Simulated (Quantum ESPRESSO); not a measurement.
Quantum ESPRESSO run on Mg6SiW (Amm2, 8 atoms in the cell): self-consistent single point.

Level of theory: LDA (PZ), GBRV 1.5 ultrasoft (LDA) pseudopotentials (plane waves; Quantum ESPRESSO).

```yaml
crystal:
  lattice:
    - [4.79082, 0.00000, 0.00000]
    - [0.00000, 3.03708, 5.25127]
    - [0.00000, -3.03708, 5.25127]
  atoms:
    - { symbol: Mg, position: [0.00000, 0.17356, 0.65736] }
    - { symbol: Mg, position: [0.00000, 0.65736, 0.17356] }
    - { symbol: Mg, position: [0.00000, 0.66805, 0.66805] }
    - { symbol: Mg, position: [0.50000, 0.32618, 0.83162] }
    - { symbol: Mg, position: [0.50000, 0.83162, 0.32618] }
    - { symbol: Mg, position: [0.50000, 0.83025, 0.83025] }
    - { symbol: Si, position: [0.00000, 0.19588, 0.19588] }
    - { symbol: W, position: [0.50000, 0.31709, 0.31709] }
```

Reference input (self-consistent single point, DFT, LDA (PZ), plane waves, GBRV 1.5 ultrasoft (LDA) pseudopotentials): ecutwfc = 40 Ry; ecutrho = 320 Ry; occupations = smearing; smearing = fd; degauss = 0.0073499 Ry; potentials = {Mg: mg_lda_v1.4.uspp.F.UPF, Si: si_lda_v1.uspp.F.UPF, W: w_lda_v1.2.uspp.F.UPF}; K_POINTS = automatic 4 4 4 0 0 0; conv_thr = 1e-10 Ry. This run's input differs from it in these lines:

```diff
@@ -39,3 +39,3 @@
 K_POINTS {automatic}
-4 4 4  0 0 0
+7 6 6  0 0 0
```

Output (repeated stretches shortened):

```
     Self-consistent Calculation

     iteration #  1     ecut=    40.00 Ry     beta= 0.70

     negative rho (up, down):  6.150E-02 0.000E+00

     total energy              =    -918.79480596 Ry
     estimated scf accuracy    <       0.92297553 Ry

     iteration #  2     ecut=    40.00 Ry     beta= 0.70

     negative rho (up, down):  6.306E-02 0.000E+00

     total energy              =    -918.91620801 Ry
     estimated scf accuracy    <       0.55677010 Ry

     iteration #  3     ecut=    40.00 Ry     beta= 0.70

     negative rho (up, down):  6.281E-02 0.000E+00

     total energy              =    -918.97017072 Ry
     estimated scf accuracy    <       0.72925312 Ry

   [... 7 blocks of this kind left out ...]

     iteration # 11     ecut=    40.00 Ry     beta= 0.70

     negative rho (up, down):  6.319E-02 0.000E+00

     total energy              =    -919.09691795 Ry
     estimated scf accuracy    <          3.8E-10 Ry

     iteration # 12     ecut=    40.00 Ry     beta= 0.70

     negative rho (up, down):  6.320E-02 0.000E+00
     End of self-consistent calculation

     the Fermi energy is     7.9470 ev

!    total energy              =    -919.09691795 Ry
     estimated scf accuracy    <          3.9E-11 Ry
     smearing contrib. (-TS)   =      -0.01201905 Ry
     internal energy E=F+TS    =    -919.08489890 Ry

     convergence has been achieved in  12 iterations

     negative rho (up, down):  6.320E-02 0.000E+00

     Forces acting on atoms (cartesian axes, Ry/au):

     atom    1 type  1   force =     0.00000000    0.00394904   -0.00314866
     atom    2 type  1   force =     0.00000000   -0.00394904   -0.00314866
     atom    3 type  1   force =     0.00000000    0.00000000    0.00152014
     atom    4 type  1   force =     0.00000000   -0.00001279    0.00131330
     atom    5 type  1   force =     0.00000000    0.00001279    0.00131330
   [... lines left out ...]
     Total force =     0.011179     Total SCF correction =     0.000023
   [... lines left out ...]

     negative rho (up, down):  6.320E-02 0.000E+00
          total   stress  (Ry/bohr**3)                   (kbar)     P=      -40.40
  -0.00031130   0.00000000   0.00000000          -45.79        0.00        0.00
   0.00000000  -0.00026413   0.00000000            0.00      -38.85        0.00
   0.00000000   0.00000000  -0.00024854            0.00        0.00      -36.56

   JOB DONE.
```

The run converged in 12 iterations. Against the reference run the free energy goes up by 4.9 meV/atom, the pressure stays near -4.04 GPa while the yy stress (positive for compression) goes from -4.19 to -3.89 GPa and the largest force goes from 0.095 to 0.189 eV/Å.

The starting cell comes from a database of computed structures (which also holds hypothetical and non-ambient phases and stackings), without a prior relaxation at this level. Spin polarisation is off. With a pressure of about -4 GPa the cell is away from its equilibrium volume at this level.

Cost on one core of a shared machine: roughly 6 min.
